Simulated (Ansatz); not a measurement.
Worked example: self-consistent single point of TiGa3 (I4mm, 4 atoms in the cell) in Ansatz (an electronic-structure program).

Method: LDA (PW92), default PAW files made with PBE (plane waves; Ansatz).

The change in words: lattice scaled by 0.98; kpoints.mp_grid.grid: 10 10 10 → 8 8 8; scf.occupations.width: 0.1 eV → 0.05 eV. Reference geometry:
```xyz
4
Lattice="-1.8748 1.8748 4.3553 1.8748 -1.8748 4.3553 1.8748 1.8748 -4.3553" Properties=species:S:1:pos:R:3 pbc="T T T"
Ti     0.0000     0.0000     0.0500
Ga     0.0000     1.8748     2.1777
Ga     1.8748     0.0000     2.1777
Ga     0.0000     0.0000     4.3553
```

Reference input (self-consistent single point, DFT, LDA (PW92), plane waves, default PAW files made with PBE): basis.ecutwfc = 420 eV; kpoints.mp_grid.grid = 10 10 10; hamiltonian.xc = lda; hamiltonian.pseudopotentials = {kind: paw} (the program's default PAW files); scf.occupations.method = gaussian; scf.occupations.width = 0.1 eV. This run's input differs from it in these lines:

Ansatz 0.2 input:
```diff
@@ -3,10 +3,10 @@
   lattice:
-    - [-1.87478900, 1.87478900, 4.35533000]
-    - [1.87478900, -1.87478900, 4.35533000]
-    - [1.87478900, 1.87478900, -4.35533000]
+    - [-1.83729300, 1.83729300, 4.26822300]
+    - [1.83729300, -1.83729300, 4.26822300]
+    - [1.83729300, 1.83729300, -4.26822300]
   atoms:
-    - { symbol: Ti, position_ang: [-0.00000000, 0.00000000, 0.04999919] }
-    - { symbol: Ga, position_ang: [-0.00000000, 1.87478900, 2.17766500] }
-    - { symbol: Ga, position_ang: [1.87478900, 0.00000000, 2.17766500] }
-    - { symbol: Ga, position_ang: [0.00000000, 0.00000000, 4.35533000] }
+    - { symbol: Ti, position_ang: [0.00000000, -0.00000000, 0.04899920] }
+    - { symbol: Ga, position_ang: [-0.00000000, 1.83729300, 2.13411150] }
+    - { symbol: Ga, position_ang: [1.83729300, 0.00000000, 2.13411150] }
+    - { symbol: Ga, position_ang: [0.00000000, 0.00000000, 4.26822300] }
 basis:
@@ -15,3 +15,3 @@
   mp_grid:
-    grid: [10, 10, 10]
+    grid: [8, 8, 8]
 hamiltonian:
@@ -23,3 +23,3 @@
     method: gaussian
-    width: 0.1
+    width: 0.05
 output:
```

Output (repeated stretches shortened):

```
SCF iter   1: F=—  HF=-13573.017819 eV  |F-HF|=—  |Δ(HF+E_count)|=         —  Δρ=8.66e-3  dr2=3.38e-2  ethr=1.77e-3  ⟨swp⟩=5.7  Hψ=7340  notcnv=0
all-band conjugate gradients solve this SCF's bands
preconditioner: auto → Kerker (q_TF=auto, 2.673 Å⁻¹)
SCF iter   2: F=—  HF=-13573.012486 eV  |F-HF|=—  |Δ(HF+E_count)|=   5.33e-3  Δρ=3.91e-3  dr2=8.72e-3  ethr=6.63e-5  ⟨swp⟩=3.0  Hψ=3748  notcnv=0  defer=69
   [... lines left out ...]
SCF iter   4: F=—  HF=-13573.011068 eV  |F-HF|=—  |Δ(HF+E_count)|=   2.64e-4  Δρ=4.30e-4  dr2=9.30e-5  ethr=8.58e-7  ⟨swp⟩=2.0  Hψ=3008  notcnv=0  defer=69
SCF iter   5: F=—  HF=-13573.011047 eV  |F-HF|=—  |Δ(HF+E_count)|=   2.13e-5  Δρ=9.06e-5  dr2=5.54e-6  ethr=1.82e-7  ⟨swp⟩=2.1  Hψ=3097  notcnv=0  defer=69
SCF iter   6: F=—  HF=-13573.011046 eV  |F-HF|=—  |Δ(HF+E_count)|=   9.88e-7  Δρ=1.40e-5  dr2=1.16e-7  ethr=1.09e-8  ⟨swp⟩=2.0  Hψ=2986  notcnv=0  defer=69
SCF iter   7: F=-13573.011046 eV  HF=-13573.011046 eV  |F-HF|=7.15e-8  |Δ(HF+E_count)|=   9.77e-9  Δρ=8.17e-6  dr2=2.23e-8  ethr=1.96e-10  ⟨swp⟩=7.3  Hψ=7304  notcnv=0
SCF 1 converged in 7 iterations: F = -13573.011046 eV  dr2 = 2.23e-8
Free energy (F): -13573.011046 eV
Internal energy: -13573.008826 eV  (E = F + TS)
E sigma→0 (E₀):  -13573.009936 eV
Entropy (-TS):   -0.002220 eV (-0.555 meV/atom)
Fermi energy:    13.813825 eV
--- Forces (eV/Å), atoms counted from 1 ---
  atom   1  Ti    -0.00000000    -0.00000000    -0.34056393
  atom   2  Ga     0.00000000     0.00000000     0.20678355
  atom   3  Ga    -0.00000000    -0.00000000     0.20678355
  atom   4  Ga     0.00000000     0.00000000    -0.07298833
--- Stress (GPa, compression-positive) ---
        3.247579      -0.000000      -0.000000
       -0.000000       3.247579      -0.000000
       -0.000000      -0.000000       2.020762
  P = ⅓ Tr σ = 2.8386 GPa (28.386 kbar)
  The stress holds the Pulay correction. Without it, at fixed plane waves, as pw.x and ABINIT print it: P = 2.7888 GPa
```

The run converged in 7 iterations. Against the reference run the free energy drops by 4.2 meV/atom, the pressure goes from -4.33 to 2.84 GPa and the largest force goes from 0.269 to 0.341 eV/Å.

The starting cell comes from a database of computed structures (which also holds hypothetical and non-ambient phases and stackings), without a prior relaxation at this level. Its lattice was rescaled by up to half a per cent. One atom was moved a little off its site on purpose. For this run, on top of that: lattice scaled by 0.98. Spin polarisation is off. Ansatz's pressure includes its estimate of the finite-basis (Pulay) stress.
